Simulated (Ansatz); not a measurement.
# What pressure −1 GPa does to SrVO3

The parent structure is SrVO₃ in the cubic perovskite structure (space group Pm-3m, No. 221; a = 3.841 Å; ferromagnetic).

Now apply this change: a negative pressure, −1 GPa.

Computed with DFT with r2SCAN, PAW potentials and a 500 eV plane-wave cutoff in Ansatz (a quantum-chemistry and plane-wave program), no spin-orbit coupling. Settings: 12×12×12 k-points, 0.05 eV Fermi–Dirac smearing.

```json
[
 {"quantity": "volume per atom", "base": "11.33 Å³", "changed": "11.39 Å³", "shift": "+0.06 Å³"},
 {"quantity": "density", "base": "5.47 g/cm³", "changed": "5.44 g/cm³", "shift": "-0.03 g/cm³"},
 {"quantity": "lattice parameter a", "base": "3.841 Å", "changed": "3.847 Å", "shift": "+0.0066 Å"},
 {"quantity": "shortest interatomic distance", "base": "1.920 Å", "changed": "1.924 Å", "shift": "+0.0033 Å"},
 {"quantity": "enthalpy H = E + PV relative to the base's energy", "base": "–", "changed": "-0.07 eV/atom", "shift": "–"},
 {"quantity": "band gap", "base": "zero", "changed": "zero", "shift": "–"},
 {"quantity": "magnetic state", "base": "ferromagnetic", "changed": "ferromagnetic", "shift": "–"},
 {"quantity": "largest site moment", "base": "0.82 μB", "changed": "0.82 μB", "shift": "0.00 μB"}
]
```

Final structure:

```
CELL_PARAMETERS angstrom
      3.84728     0.00000     0.00000
      0.00000     3.84728     0.00000
      0.00000     0.00000     3.84728
ATOMIC_POSITIONS crystal
  Sr 0.00000 0.00000 0.00000
  V  0.50000 0.50000 0.50000
  O  0.00000 0.50000 0.50000
  O  0.50000 0.50000 0.00000
  O  0.50000 0.00000 0.50000
```

Cost of the whole job for the changed cell (relaxation, final SCF and bands): about 110 core-seconds (a rough figure).

The magnetic state is the one reached from the starting moments; the real material's order can differ, and small cells can't hold many antiferromagnetic ones. Load acts through the strain it causes; cell and atoms are relaxed under it. Whether these cells are dynamically stable was not tested. No Hubbard U is applied, and correlation can decide whether such a compound is a metal.
